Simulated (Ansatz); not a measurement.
The reference is CdSe in the zinc blende structure (space group F-43m, No. 216).

```xyz
2
Lattice="0.0000 3.0037 3.0037 3.0037 0.0000 3.0037 3.0037 3.0037 0.0000" Properties=species:S:1:pos:R:3 pbc="T T T"
Cd     0.0000     0.0000     0.0000
Se     1.5019     1.5019     1.5019
```

Cartesian axes are those of the cell as printed.

All numbers come from DFT with LDA, PAW potentials and a 420 eV plane-wave cutoff in Ansatz (a program for electronic structure), no spin-orbit coupling.

One thing is altered: biaxial strain +1.25 %, plane normal [111], relaxed out of plane (Cartesian); in-plane vectors clamped, the third vector and the atoms free.

Question: What does the calculation give for the energy relative to the base, out-of-plane strain and in-plane stress after the change?

Answer: The energy increases by 2.4 meV/atom; the out-of-plane strain is -1.14 %; the mean in-plane stress (compression positive) amounts to -1.1 GPa.

Whether these cells are dynamically stable was not tested.
